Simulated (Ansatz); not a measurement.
We consider CaC₂ (R-3m, No. 166, 3 atoms in the cell; start mp-1227257), described by G0W0@PBEsol in Ansatz (plane waves, hard PAW, contour deformation, complete-basis limit).

Settings: largest k mesh 8×8×8 (not extrapolated in the mesh).

Cell (relaxed with PBEsol):

```cif
data_C2Ca
_chemical_formula_sum 'Ca1 C2'
_space_group_name_H-M_alt 'P 1'
_space_group_IT_number 1
_cell_length_a 4.47707
_cell_length_b 4.47707
_cell_length_c 4.47707
_cell_angle_alpha 50.566
_cell_angle_beta 50.566
_cell_angle_gamma 50.566
loop_
_space_group_symop_operation_xyz
  'x, y, z'
loop_
_atom_site_label
_atom_site_type_symbol
_atom_site_fract_x
_atom_site_fract_y
_atom_site_fract_z
_atom_site_occupancy
Ca1 Ca 0.00000 0.00000 0.00000 1
C1 C 0.55361 0.55361 0.55361 1
C2 C 0.44639 0.44639 0.44639 1
```

Task: Estimate the band gap that the calculation returns.

Result: 
band gap: 4.72 eV (indirect)

Note: the gap holds a correction of +0.25 eV to the complete basis.

Static lattice: no zero-point or thermal effects.

Computing time: roughly 6 core-hours.

A start named mp-… is a Materials Project structure, which need not be a measured phase.

Ansatz is a first-principles code.
